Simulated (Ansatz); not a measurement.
Effect of isotropic strain −3.00 % on HgTe

Base system: HgTe in the zinc blende structure (space group F-43m, No. 216; a = 6.651 Å).

It is then changed as follows: the cell is scaled by 0.9700 in all directions, atoms relaxed at fixed cell.

Method: PBE (Ansatz, an electronic-structure program; PAW; 420 eV plane waves; no spin-orbit coupling). Γ-centred 12×12×12 mesh, Fermi–Dirac width 0.05 eV.

```csv
quantity,base,changed,shift
space group,F-43m (No. 216),F-43m (No. 216),–
shortest interatomic distance,2.880 Å,2.793 Å,-0.0864 Å
energy relative to the base (free energy F),0 meV/atom,+36 meV/atom,+36 meV/atom
pressure,0.0 GPa,4.0 GPa,+4.0 GPa
band gap,zero,zero,–
```

Final structure:

```xyz
2
Lattice="0.0000 3.2256 3.2256 3.2256 0.0000 3.2256 3.2256 3.2256 0.0000" Properties=species:S:1:pos:R:3 pbc="T T T"
Hg     0.0000     0.0000     0.0000
Te     1.6128     1.6128     1.6128
```

Spin-orbit coupling, missing from the scalar runs, can matter with Hg and Te. No phonon test of stability was made. The final runs are not spin-polarised. The zero or small gap of HgTe can change with the level of theory.
